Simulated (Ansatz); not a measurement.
**WO3 (Cmcm, No. 63, 8 atoms in the cell; start mp-2383052; a measured phase of this formula has another space group)**

Computed with PBEsol+SOC (Ansatz, a first-principles code, plane waves, PAW).

Settings: plane-wave cutoff 520 eV, 10×10×6 k mesh (along the axes of the cell as run), Fermi–Dirac smearing 0.01 eV, PAW data made under PBE.

Cell (relaxed with PBEsol):

```
CELL_PARAMETERS angstrom
      2.72694    -2.73721     0.00000
      2.72694     2.73721     0.00000
      0.00000     0.00000     7.46025
ATOMIC_POSITIONS crystal
  W  0.55866 0.44134 0.75000
  W  0.44134 0.55866 0.25000
  O  0.50000 0.50000 0.50000
  O  0.50000 0.50000 0.00000
  O  0.47916 0.01773 0.25000
  O  0.52084 0.98227 0.75000
  O  0.01773 0.47916 0.75000
  O  0.98227 0.52084 0.25000
```

```
Item                                                     Result
-------------------------------------------  ------------------
band gap                                     1.22 eV (indirect)
smallest direct gap on the k points sampled             1.41 eV
direct gap at Γ                                         2.25 eV
```

Note: cell and atoms aren't relaxed at this level (pressure -0.3 GPa).

It cost very roughly 4 core-minutes of CPU time.

A start named mp-… is a Materials Project structure, which need not be a measured phase.
